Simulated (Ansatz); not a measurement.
Base system: CdS in the zinc blende structure (space group F-43m, No. 216; a = 5.825 Å).

Levels (all Ansatz, a quantum-chemistry and plane-wave program, PAW, earlier PAW set): PBEsol (420 eV, no spin-orbit coupling); HSE06+SOC (420 eV, noncollinear with spin-orbit coupling).

Its gap is 1.01 eV with PBEsol and 2.15 eV with HSE06+SOC.

Modification: Zn takes the place of Cd on all its sites; the structure is relaxed again.

With PBEsol the gap becomes 2.08 eV.

### Question
If the HSE06+SOC correction stayed the same, what would the HSE06+SOC gap be, and what does the HSE06+SOC run give?

### Answer
A rigid correction of +1.14 eV gives 3.22 eV. The HSE06+SOC run gives 3.43 eV, so the correction itself changes by +0.21 eV.

Single points use the geometry relaxed with PBEsol. Differences between runs with and without spin-orbit coupling are approximate. Whether these cells are dynamically stable was not tested.
